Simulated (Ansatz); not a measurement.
## Convergence series on GeSb2Te4 (R-3m, 7 atoms in the cell)

```
Ge(SbTe2)2
1.0
    2.11472     1.22093    13.76795
   -2.11472     1.22093    13.76795
    0.00000    -2.44187    13.76795
Ge Sb Te
1 2 4
Direct
  0.00000   0.00000   0.00000
  0.42730   0.42730   0.42730
  0.57270   0.57270   0.57270
  0.13270   0.13270   0.13270
  0.86730   0.86730   0.86730
  0.28980   0.28980   0.28980
  0.71020   0.71020   0.71020
```

Method of the run: PBE, PAW files (plane waves; Ansatz, a first-principles code).

The starting cell was generated: these elements placed on a structure prototype, without a prior relaxation; it need not be a known phase or ordering of this composition. Its lattice was rescaled by a random factor within 2.5 % of one. Ansatz's pressure includes its estimate of the finite-basis (Pulay) stress. A gap is left out here, as mesh or smearing make it unsure.

Held fixed: kpoints.mp_grid.grid = 5 5 5; hamiltonian.xc = pbe; hamiltonian.pseudopotentials = {kind: paw} (the program's default PAW files); scf.occupations.method = fermi_dirac; scf.occupations.width = 0.1 eV.

ΔF is the free energy per atom less that of the last row (840 eV).

The first pressure column holds Ansatz's estimate of the finite-basis (Pulay) stress, which hides part of the cutoff error; the other is without it.

| basis.ecutwfc | ΔF (meV/atom) | pressure (GPa) | largest force (eV/Å) | pressure at a fixed set of plane waves (GPa) | plane waves | iterations |
|---|---|---|---|---|---|---|
| 170 eV | 18174.3 | 2.28 | 2.158 | -430.19 | 1097 | 11 |
| 210 eV | 3590.6 | 2.71 | 0.671 | -109.14 | 1425 | 11 |
| 250 eV | 591.0 | 2.85 | 1.046 | -21.81 | 1973 | 10 |
| 295 eV | ___ | 2.54 | 0.984 | -0.81 | 2433 | 11 |
| 335 eV | ___ | 2.48 | 0.958 | 2.13 | 2981 | 11 |
| 380 eV | 1.56 | 2.48 | 0.958 | 2.46 | 3583 | 11 |
| 420 eV | 0.98 | 2.48 | 0.957 | 2.45 | 4163 | 11 |
| 485 eV | 0.31 | 2.48 | 0.957 | 2.47 | 5209 | 11 |
| 545 eV | 0.19 | 2.48 | 0.957 | 2.47 | 6071 | 11 |
| 630 eV | 0.10 | 2.47 | 0.957 | 2.47 | 7665 | 11 |
| 735 eV | 0.04 | 2.47 | 0.957 | 2.47 | 9685 | 11 |
| 840 eV | 0.00 | 2.47 | 0.957 | 2.47 | 11675 | 11 |

Q: Complete the blanks.

A: 
- 295 eV, ΔF (meV/atom): 56.9
- 335 eV, ΔF (meV/atom): 5.6

Keys are those of Ansatz 0.2.
